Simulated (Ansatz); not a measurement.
Take CuI in the zinc blende structure (space group F-43m, No. 216) as the base.

```
CELL_PARAMETERS angstrom
      0.00000     3.01140     3.01140
      3.01140     0.00000     3.01140
      3.01140     3.01140     0.00000
ATOMIC_POSITIONS crystal
  Cu 0.00000 0.00000 0.00000
  I  0.25000 0.25000 0.25000
```

Cartesian axes are those of the cell as printed.

All numbers come from plane-wave PAW DFT at the r2SCAN level (Ansatz, an electronic-structure program, 500 eV), without spin-orbit coupling.

Before the change:

* **Valley order**: Γ 1.67 eV; L along ⟨111⟩ 2.57 eV; X along ⟨100⟩ 2.90 eV
* **Pressure**: 0.00 GPa
* **Valence-band top at Γ**: 0.00, 0.00, 0.00 eV

It is then changed as follows: uniaxial strain ε_zz = −1.00 %, all other strain components held at zero, atoms relaxed at fixed cell.

### Question
Estimate the effect on the valley order, pressure and valence-band top at Γ.

### Answer
The valley order (the lowest conduction-band minima on the path, energy above the VBM, named in the base's zone) becomes Γ 1.69 eV; L along [1-11] 2.56 eV; X along [001] 2.84 eV; X along [100] 2.89 eV (base: Γ 1.67 eV; L along ⟨111⟩ 2.57 eV; X along ⟨100⟩ 2.90 eV); the pressure (mean of the normal stresses, compression positive) goes from zero to 0.45 GPa; the valence-band top at Γ (three highest levels, from the VBM) goes from 0.00, 0.00, 0.00 eV to 0.00, -0.02, -0.02 eV.

Spin-orbit coupling, missing from the scalar runs, can matter with I. The levels and masses belong to the bands next to the band gap. Whether these cells are dynamically stable was not tested. All final runs are without spin polarisation.
